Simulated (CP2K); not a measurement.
# A series of runs on CuAu (P4/mmm, 2 atoms in the cell)

```
CuAu
1.0
    2.87921     0.00000     0.00000
    0.00000     2.87921     0.00000
    0.00000     0.00000     3.61743
Cu Au
1 1
Direct
  0.50000   0.50000   0.50000
  0.00000   0.00000   0.00000
```

Base run A: CP2K with PBEsol, GPW, DZVP-MOLOPT-SR-GTH basis, GTH-PBE potentials (GTH_POTENTIALS), self-consistent single point.

Its settings: CUTOFF = 600 Ry; REL_CUTOFF = 50 Ry; SMEAR/METHOD = GAUSSIAN; SIGMA = 0.1 eV; KPOINTS/SCHEME = MONKHORST-PACK 8 8 6; GAMMA_CENTERED = T; XC_FUNCTIONAL = PBE:PBESOL; Cu/BASIS_SET = DZVP-MOLOPT-SR-GTH-q11; Cu/POTENTIAL = GTH-PBE-q11; Au/BASIS_SET = DZVP-MOLOPT-SR-GTH-q11; Au/POTENTIAL = GTH-PBE-q11; METHOD = GPW; EPS_DEFAULT = 1e-10; NGRIDS = 5; SCF_GUESS = ATOMIC; EPS_SCF = 1e-07; MAX_SCF = 100; ADDED_MOS = 5; MIXING/METHOD = BROYDEN_MIXING; MIXING/ALPHA = 0.2.

The starting cell comes from a database of computed structures (which also holds hypothetical and non-ambient phases and stackings), without a prior relaxation at this level. Its lattice was rescaled by a random factor within 2.5 % of one. Spin polarisation is off. Values carry the incompleteness of an atom-centred basis. The potentials were made for another functional than the one used.

ΔF is the free energy per atom less that of run A. 

Run A gave: pressure (GPa) -2.06; iterations 19.

Runs:
- B: MIXING/BETA = 0.1 1/bohr
- C: MIXING/BETA = 0.3 1/bohr
- D: MIXING/BETA = 0.5 1/bohr
- E: MIXING/BETA = 1 1/bohr
- F: MIXING/BETA = 3 1/bohr

Question: Which runs reach the base run's state, and which is quickest in iterations?

Answer: Runs B, C, D, E, F reached the same state as A (within 1 meV/atom). The fewest iterations to that state were 15 (B, C, D, E); the most were 30.

```tsv
run	ΔF (meV/atom)	pressure (GPa)	iterations
A	0.00	-2.06	19
B	0.00	-2.06	15
C	0.00	-2.06	15
D	0.00	-2.06	15
E	0.00	-2.06	15
F	0.00	-2.06	30
```
